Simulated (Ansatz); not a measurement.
Results of HSE06 (Ansatz, a first-principles code, plane waves, PAW) for HfPbO₃ (Pm-3m, No. 221, 5 atoms in the cell; start mp-22535).

Numerical settings: plane-wave cutoff 520 eV, 6×6×6 k mesh, scalar-relativistic PAW data made under PBE.

Computed at the level's own relaxed cell.

Elastic tensor (GPa, Voigt notation, ions relaxed):

```
  346.0    93.5    93.5     0.0     0.0     0.0
   93.5   346.0    93.5     0.0     0.0     0.0
   93.5    93.5   346.0     0.0     0.0     0.0
    0.0     0.0     0.0    77.3     0.0     0.0
    0.0     0.0     0.0     0.0    77.3     0.0
    0.0     0.0     0.0     0.0     0.0    77.3
```

Worked from these constants: the tetragonal shear constant is C′ = (C11 − C12)/2 = 126.2 GPa against C44 = 77.3 GPa, so the C44 shear is the softer. The Zener ratio C44/C′ is 0.61 (1 for an isotropic solid), and the Cauchy pressure C12 − C44 is 16.2 GPa. With C11 + 2C12 = 533.0 GPa all three Born conditions hold; they don't test modes at the zone boundary.

Note: the relaxation could not lower the start's symmetry, so the cell can be a saddle point above a distorted one.

Spin–orbit coupling is not included; it can shift volumes and moduli of such heavy elements.

A start named mp-… is a Materials Project structure, which need not be a measured phase.
